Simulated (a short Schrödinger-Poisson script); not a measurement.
System: gated In0.52Al0.48As/In0.53Ga0.47As modulation-doped gas in a quantum well, at 300 K.

```tsv
layer	material	thickness (nm)	Nd (cm⁻³)	Na (cm⁻³)
1	In0.52Al0.48As	30	-	-
2	In0.52Al0.48As	10	9.8e17	-
3	In0.52Al0.48As	10	-	-
4	In0.53Ga0.47As	10	-	-
5	In0.52Al0.48As	4000	-	5e15
```

Constants are typed, rounded textbook-type inputs, not results; the design itself was drawn at random and stands for no fabricated device. In0.52Al0.48As: permittivity 12.5, conduction-band edge (eV) 0.52, gap (eV) 1.45, electron mass (mₑ) 0.075, Nv at 300 K (cm⁻³) 1.1e19. In0.53Ga0.47As: permittivity 13.9, conduction-band edge (eV) 0, gap (eV) 0.74, Nv at 300 K (cm⁻³) 7.7e18.

Channel valleys (confinement mass, in-plane density-of-states mass, number): Γ 0.041, 0.041, 1. At the gate the conduction-band edge of layer 1 lies 0.65 eV − eVg above the Fermi level of the channel; the field vanishes at the back. The barrier under the gate holds no holes. Gaps are held at their typed values at every temperature. Mesh 0.08 nm at interfaces.

Solved with a short Schrödinger-Poisson script written for these runs: 1D Poisson equation in equilibrium, electrons quantum, Hartree (BenDaniel-Duke, 40 states a valley, the channel's in-plane mass for all, wave functions free to enter the barrier), parabolic valleys, classical holes, full ionisation, no traps, pinning or gate leakage.

The same stack at other levels of the model or other numerical settings:

```csv
run,sheet density of all electrons at Vg = 0.4 V (cm⁻²),sheet density of all electrons at Vg = -0.1 V (cm⁻²),capacitance at Vg = 0.4 V (μF/cm²),centroid of the channel electrons at Vg = 0.4 V (nm),rough cost against the base
base,6.60e11,1.02e11,0.192,4.51,about 1
"electrons treated as classical, Boltzmann",7.48e11,1.42e11,0.207,3.17,0.02
"electrons treated as classical, Fermi-Dirac",6.96e11,1.34e11,0.192,4.03,0.09
"electrons treated as quantum, Hartree plus LDA exchange-correlation",6.74e11,1.08e11,0.193,4.50,2
mesh six times as coarse,6.59e11,1.01e11,0.192,4.50,0.2
one subband a valley,6.60e11,1.02e11,0.192,4.51,0.2
```

The classical rows ignore confinement, and Boltzmann statistics overrate the density once the band edge passes the Fermi level.
